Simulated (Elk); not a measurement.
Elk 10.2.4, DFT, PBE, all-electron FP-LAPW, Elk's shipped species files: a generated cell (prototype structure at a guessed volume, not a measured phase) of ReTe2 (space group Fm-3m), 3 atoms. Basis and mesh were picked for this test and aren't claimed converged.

```json
{
 "cell": "4.80, 4.80, 4.80 Å; 60, 60, 60°",
 "task": "ground state",
 "xctype": "20",
 "swidth": "0.001 Hartree",
 "k mesh (ngridk)": "6×6×6",
 "maxscl": "100",
 "rgkmax": "7 (default)",
 "empty states an atom (nempty)": "4 (default)",
 "epspot (Hartree)": "1e-06 (default)",
 "epsengy (Hartree)": "0.0001 (default)",
 "k-points after symmetry": "16",
 "largest_matrix_size": "232",
 "valence_states": "43"
}
```

Settings of this run: mixtype = 3, mixsdb = 5, broydpm = [0.4, 0.15], tefvit = true; 4 threads, 1 BLAS thread.

| loop | total energy (Hartree) | RMS change in potential |
|---|---|---|
| 1 | -29347.1898975 | - |
| 2 | -30313.7974450 | 0.1719711343 |
| 3 | -30333.7469139 | 0.2043685883 |
| 4 | -30351.8979611 | 0.3461099905 |
| 5 | -30360.2331010 | 0.4173955918 |
| 6 | -30352.9083324 | 0.3311170079 |
| 7 | -30344.8869986 | 0.2649406510 |
| 8 | -30327.0849994 | 0.1544856941 |
| 9 | -30326.7933352 | 0.2139995229 |
| 10 | -30322.5014163 | 0.1612502243 |
| 11 | -30316.0025358 | 0.7741726365E-01 |
| 12 | -30313.7677188 | 0.3464240570E-01 |
| 13 | -30312.6724542 | 0.1049611424E-01 |
| 14 | -30312.3779591 | 0.2358114763E-02 |
| … | … | … |
| 51 | -30312.1088768 | 0.8445396294E-04 |
| 52 | -30312.1056556 | 0.6861020590E-04 |
| 53 | -30312.0931865 | 0.6701515851E-05 |
| 54 | -30312.0978425 | 0.3863259094E-04 |
| 55 | -30312.0942382 | 0.1999140492E-04 |
| 56 | -30312.0937555 | 0.1501860878E-04 |
| 57 | -30312.0928015 | 0.8052763283E-05 |
| 58 | -30312.0939007 | 0.1230055835E-04 |
| … | … | … |
| 93 | -30312.0912728 | 0.7434827048E-05 |
| 94 | -30312.0917830 | 0.2993952363E-05 |
| 95 | -30312.0911843 | 0.1723414461E-05 |
| 96 | -30312.0916136 | 0.2163939076E-05 |
| 97 | -30312.0914027 | 0.6745665686E-06 |
| 98 | -30312.0916954 | 0.2294867958E-05 |
| 99 | -30312.0919533 | 0.3670142109E-05 |
| 100 | -30312.0922382 | - |

The run ended without self-consistency in 100 loops.

**Question.** What should be changed so that self-consistency is reached?

**Answer.** One answer among several that fit: tefvit = false (default) (17 self-consistent loops), all else kept. Counts are of single runs.
